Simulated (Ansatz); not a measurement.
Consider CdSe in the wurtzite structure (space group P6_3mc, No. 186; a = 4.383 Å, c = 7.154 Å). Axes: x lies along a and z along c of the hexagonal cell.

Computed with PBE in Ansatz (plane waves to 420 eV, PAW, without spin-orbit coupling).

Base values:

```
Item         Value
--------  --------
Pressure  0.0 kbar
```

It is then changed as follows: biaxial strain +0.68 %, plane normal [001], relaxed out of plane (Cartesian); in-plane vectors clamped, the third vector and the atoms free.

Task: What happens to the pressure?

Result: The pressure (mean of the normal stresses, compression positive) goes from zero to -3.3 kbar.

Task: What does the calculation give for the out-of-plane strain after the change?

Result: The out-of-plane strain is -0.58 %.

No phonon test of stability was made.

Ansatz is an electronic-structure program.
